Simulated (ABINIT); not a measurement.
**Pressure against volume in rock-salt MgS (space group 225) (ABINIT, PBE)**

```
CELL_PARAMETERS angstrom
      0.00000     2.55377     2.55377
      2.55377     0.00000     2.55377
      2.55377     2.55377     0.00000
ATOMIC_POSITIONS crystal
  Mg 0.00000 0.00000 0.00000
  S  0.50000 0.50000 0.50000
```

Method of the run: PBE, norm-conserving pseudopotentials (PseudoDojo nc-sr-05 PBE standard) (plane waves; ABINIT). Settings: pseudos = [Mg.upf, S.upf]; ecut = 1497 eV; occopt = 3; tsmear = 0.00036749 Ha; ngkpt = 11 11 11; nshiftk = 1; shiftk = 0 0 0; potentials = PseudoDojo nc-sr-05 PBE standard; nband = 13; kptopt = 1; nstep = 60; tolvrs = 1e-10. The cell above is the first row's. The rows scale it uniformly. In all rows fractional positions and the k mesh are held.

```csv
V (Å^3/atom),P (GPa)
16.655,6.13
17.017,4.11
17.379,2.28
17.741,0.64
18.103,-0.84
18.465,-2.18
18.827,-3.39
19.189,-4.48
19.552,?
```

### Question
Using a cubic, estimate the missing P at V = 19.552 from the other rows, showing the fit.

### Answer
With u = V - 17.9, the rows have u = -1.2450, -0.8830, -0.5210, -0.1590, 0.2030, 0.5650, 0.9270, 1.2890. Least squares gives P = -0.031 - 4.1187·u + 0.5930·u² - 0.0591·u³. Residuals (row less fit): 0.000, 0.001, -0.004, 0.001, 0.003, -0.001, -0.003, 0.001; standard error 0.003 (degrees of freedom: 4). The fitted pressure is zero at V0 = 17.89, where dP/dV = -4.128, so B0 = -V0·dP/dV = 73.9 GPa. At the withheld row, u = 1.6520, so P = -0.031 - 4.1187 × 1.6520 + 0.5930 × 1.6520² - 0.0591 × 1.6520³ = -5.483 GPa. The calculation gives -5.46 GPa, 0.023 GPa above the prediction (0.2 % of the range of P in the table). The row lies outside the fitted rows, so this is an extrapolation. From the scatter of the fitted rows alone, a prediction at this place has a standard error of 0.009 GPa, so the miss is 2.6 times that.

Carrying the step between the two nearest rows on in a straight line would have given -5.57, off by 0.11; series whose last step already gives the withheld value aren't shown. The scan was laid around a cell of about the measured size, scaled by a guess for this functional. The runs keep the symmetry of the cell, so they don't test it for distortions. Cutoffs and mesh are single choices, not tested for convergence of this quantity. Series with a scatter that would blur these digits, or in which a gap closes, are not shown.
